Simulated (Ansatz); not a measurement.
For C11b MoSi2, PBEsol-D3(BJ) in Ansatz (PAW) gives:

```
Property                    Value
-------------------  ------------
lattice parameter a       3.156 Å
lattice parameter c       7.755 Å
bulk modulus B0           235 GPa
cohesive energy      6.81 eV/atom
```

What does r²SCAN-D4 in Ansatz (PAW) give for the same quantities?


- lattice constant a: 3.191 Å (increases by 1.1 %)
- lattice parameter c: 7.799 Å (increases by 0.6 %)
- bulk modulus: 223 GPa (shrinks by 5.1 %)
- cohesive energy: 5.65 eV/atom (decreases by 1.16 eV/atom)

For comparison: lattice constant a 3.205 Å (measured, temperature not stated, no zero-point or thermal correction; as tabulated in Pavlosiuk et al. (2022), arXiv:2202.05362); lattice parameter c 7.845 Å (measured, temperature not stated, not corrected to a static lattice; as tabulated in Pavlosiuk et al. (2022), arXiv:2202.05362); bulk modulus 222 ± 2 GPa (measured, room temperature, no zero-point or thermal correction, B' = 4; as tabulated in Structural stability of MoSi2 and Mo5Si3 under high pressure, Chin. Phys. B 26 …).

Changes are worked out from the printed values.

Unless a cell is named, each level is at its own relaxed cell (PBEsol-D3(BJ) 12.88, r²SCAN-D4 13.24 Å³/atom).

Ansatz's density-functional and Hartree–Fock values are scalar-relativistic unless marked +SOC, with PAW data made under PBE.

Ansatz is a quantum-chemistry and plane-wave program.
